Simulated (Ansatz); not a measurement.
The parent structure is Nb in the bcc (W type) structure (space group Im-3m, No. 229; a = 3.3027 Å). Axes: x, y, z lie along the cube axes.

All numbers come from DFT with r2SCAN, PAW potentials and a 500 eV plane-wave cutoff in Ansatz (an electronic-structure program), no SOC.

Base values:

```
Quantity                         Value
-----------------------------  -------
Shortest interatomic distance  2.860 Å
```

The change: uniaxial stress, 2 GPa compression along z, with the cell and atoms free to relax against it.

Q: How does this affect the energy relative to the base and shortest interatomic distance?

A: The energy goes up by 1.5 meV/atom; the shortest interatomic distance decreases by 0.003 Å (2.860 Å → 2.857 Å).

Without a gap, meshes like the base's 20×20×20 leave anisotropic stresses uncertain by several tenths of a GPa, and small strain energies with them. Load acts through the strain it causes; cell and atoms are relaxed under it. Stability under load was not tested beyond the relaxation. The final runs are not spin-polarised.
